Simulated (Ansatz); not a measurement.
Space group F-43m (No. 216); a = 6.6353 Å, b = 6.6353 Å, c = 6.6353 Å, α = 90.00°, β = 90.00°, γ = 90.00°

```json
[
 {"atom": "Sb", "site": "4d", "symmetry": "-43m", "x": "0.7500", "y": "0.7500", "z": "0.7500"},
 {"atom": "In", "site": "4a", "symmetry": "-43m", "x": "0.0000", "y": "0.0000", "z": "0.0000"}
]
```
(The calculation used a cell of 2 atoms; values per cell refer to that cell.)

At this level the gap is small or closed, and a narrow smearing was used. Spin-orbit coupling is not included. The cell is fixed at its relaxed static size. Melting and transitions to other phases are not modelled. An odd repeat of the supercell leaves out some zone-boundary points, where instabilities often lie.

**Question.** Is this phase dynamically stable in the harmonic approximation, and at 300, 600 K by the stochastic self-consistent harmonic approximation in a 3×3×3 supercell, PBE in Ansatz (an electronic-structure program)? Give the softest mode in each case.

**Answer.** Harmonic: softest mode 31 cm⁻¹ at q = (0.00, 0.00, 0.33), so stable at the wave vectors of the supercell. 300 K: stable, softest second derivative of the free energy 30 cm⁻¹ (error under 1) at q = (0.00, 0.00, 0.33), at 0.2 GPa in this cell. 600 K: stable, softest second derivative of the free energy 28 cm⁻¹ (error under 1) at q = (0.00, 0.00, 0.33), at 0.4 GPa in this cell. The verdict is statistical, holds for these wave vectors and this fixed cell alone, and errs towards stability where frames are few. Wave vectors are fractions of the primitive cell's reciprocal vectors.
